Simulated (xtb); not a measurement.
xtb 6.7.1, GFN1-xTB: CC1(C)c2ccsc2-c2sc(-c3cc4c(s3)-c3sc(-c5ccc6c(c5)oc5ccccc56)cc3C4(C)C)cc21, 63 atoms. The geometry is a generated start, not checked to be a minimum at this level.

| Quantity | Value |
|---|---|
| run flags | --grad |
| method | GFN1-xTB |
| --acc | 1 (default) |
| --etemp (K) | 300 (default) |
| basis functions | 228 |
| valence electrons | 190 |

One run each on 1 thread. Values of broydamp tried: 0.02, 0.05, 0.1, 0.2, 0.4 (default), 0.6, 0.8, 1.

**Question.** Predict the course of the SCC iterations along this series.

**Answer.** Fewest SCC iterations, within one of each other: 0.2 with 12, 0.4 (default) with 11, 0.6 with 12. The count rises to 18 at 0.02. All converge to one solution.

```tsv
broydamp	SCC iterations	end
0.02	18	same solution
0.05	16	same solution
0.1	14	same solution
0.2	12	same solution
0.4 (default)	11	same solution
0.6	12	same solution
0.8	13	same solution
1	14	same solution
```
